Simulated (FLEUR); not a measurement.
```
Ge
1.0
    0.00000     2.85107     2.85107
    2.85107     0.00000     2.85107
    2.85107     2.85107     0.00000
Ge
2
Direct
  0.00000   0.00000   0.00000
  0.25000   0.25000   0.25000
```

Method: FLEUR with PBE, all-electron FLAPW (FLEUR), scalar-relativistic valence with spin-orbit coupling in second variation.

The set-up and first iterations of a FLEUR log for Ge (Fd-3m, 2 atoms in the cell):

```
      Welcome to FLEUR        (www.flapw.de)
      MaX-Release 8.1          (www.max-centre.eu)

 ========== k-point set info ==========
 Selected k-point list: default-1
 k-point list type: mesh
 5 x 5 x 5
 Number of k points: 21

 ------------Calculation Setup---------------------------
           1           3           7          21
 Number of basis functions:          269
 Iteration:     1   Distance:       5.86246760 me/bohr^3
 Iteration:     2   Distance:       5.55162556 me/bohr^3
 Iteration:     3   Distance:       0.93581597 me/bohr^3
 Iteration:     4   Distance:       0.34320721 me/bohr^3
 Iteration:     5   Distance:       0.27678697 me/bohr^3
```

Question: Will this run converge, and how will it end?

Answer: The run converged in 31 iterations. Convergence of the loop says nothing yet on basis, mesh or lower states. It ends on: free energy E − TS -114238.2393 eV; Fermi level (on the code's own zero) 6.00 eV. The log goes on:

```
   [... 22 lines left out ...]
 Iteration:    28   Distance:       0.00003537 me/bohr^3
 Iteration:    29   Distance:       0.00005321 me/bohr^3
 Iteration:    30   Distance:       0.00011360 me/bohr^3
 Iteration:    31   Distance:       0.00000396 me/bohr^3
 Run finished successfully
 Stop message:
   all done

[file out, last iteration]
             iter=     31
[...]
          total density-effective poten   -6.7032899984E+03
          total charge density-energy d   -1.5954795240E+02
 Updated energy parameters for spin:           1
[...]
 fermi energy and band-weighting factors:
   [... 8 lines left out ...]

[...]
FERMIE:
          first approx. to ef    (T=0)  :   0.220370 htr   (energy of the highest occ. eigenvalue)
          number of occ. states  (T=0)  :        588
          first approx. to seigv (T=0)  : -27.238088 htr
          sum of weights of occ. states :  28.000000
          sum of semicore charge        :   0.000000 e
FERHIS:  Fermi-Energy by histogram:
          bandgap                     :   0.000004 htr
          charge neutrality (T=0)     :   0.000000    (zero if the highest occ. eigenvalue is "entirely" occupied)
     EF_NEWTON:  Adjust Fermi-Energy by Newton-Method.
   [... lines left out ...]
 Direct bandgap for spin            1 :    3.6721275090134675E-006  Htr
 ---->    free energy=                     -4198.1778597145 htr
   [... lines left out ...]
 ***** TOTAL FORCES ON ATOMS *****
 TOTAL FORCE FOR ATOM TYPE=  1  X= -1.347   Y= -1.347   Z= -1.347
                       FX_TOT= 0.000000 FY_TOT= 0.000000 FZ_TOT= 0.000000
No new postions, force convergence required= 0.00001; max force distance= 0.00000
---->    distance of charge densities for spin  1                 it=   31:     0.000004 me/bohr**3
GENERALIZED ANDERSON MIXING: alpha=   0.05000 History-length=2
     ******* it= 31  is completed********
```

The starting cell has typed, rounded lattice constants, without a prior relaxation at this level. Its lattice was rescaled by a random factor within 2.5 % of one. Values depend on the basis (sphere radii, cutoffs, local orbitals), which need not be converged. The log's line on a gap gives a spacing of levels on this mesh, which the program prints for metals too.

The run was DFT, PBE, all-electron FLAPW (FLEUR), scalar-relativistic valence with spin-orbit coupling in second variation. Main settings of its input:

```
setting                        value
--------------------  --------------
Kmax                      3.6 1/bohr
GmaxXC                   12.6 1/bohr
xcFunctional                     pbe
jspins                             1
l_soc                              T
mode                            hist
fermiSmearingEnergy   0.00036749 Htr
mesh (inpgen div1-3)           5 5 5
inpgen gamma flag              false
Gmax                     12.6 1/bohr
numbands                           0
maxIterBroyd                      15
```
